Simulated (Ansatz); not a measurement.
A set of related cells and their band gap.

Cell A: GaAs (zinc blende, F-43m), 2 atoms in the cell, k-point mesh 10×10×10 on the run's own vectors.
```
GaAs
1.0
    0.00000     2.87321     2.87321
    2.87321     0.00000     2.87321
    2.87321     2.87321     0.00000
Ga As
1 1
Direct
  0.00000   0.00000   0.00000
  0.25000   0.25000   0.25000
```

Cell B: ZnSe (zinc blende, F-43m), 2 atoms in the cell, k-point mesh 10×10×10 on the run's own vectors.
```xyz
2
Lattice="0.0000 2.8659 2.8659 2.8659 0.0000 2.8659 2.8659 2.8659 0.0000" Properties=species:S:1:pos:R:3 pbc="T T T"
Zn     0.0000     0.0000     0.0000
Se     4.2988     4.2988     4.2988
```

Plane-wave PAW calculations with Ansatz (a quantum-chemistry and plane-wave program), its default PAW set, cutoff 500 eV. The structures are at rest with PBE; other levels are single points on them. Neutral cells; Fermi-Dirac smearing of at most 0.05 eV in the solids, energies taken to zero width. The lattices are those relaxed with PBE, so at other levels the solids can be strained. The runs are scalar-relativistic, without spin-orbit coupling. A dispersion term ran beside these levels; it doesn't touch the electrons. Gaps are highest filled to lowest empty Kohn-Sham level on the run's k-point mesh, states of defects and surfaces included; edges off the mesh make the true gap smaller, and under 0.08 eV counts as none.

Q: Give the band gap (eV) at the level r2SCAN, cell by cell.

A: 
```tsv
cell	r2SCAN
A	0.63 (direct)
B	1.72 (direct)
```

With r2SCAN the value of B exceeds that of A by 1.09 eV.
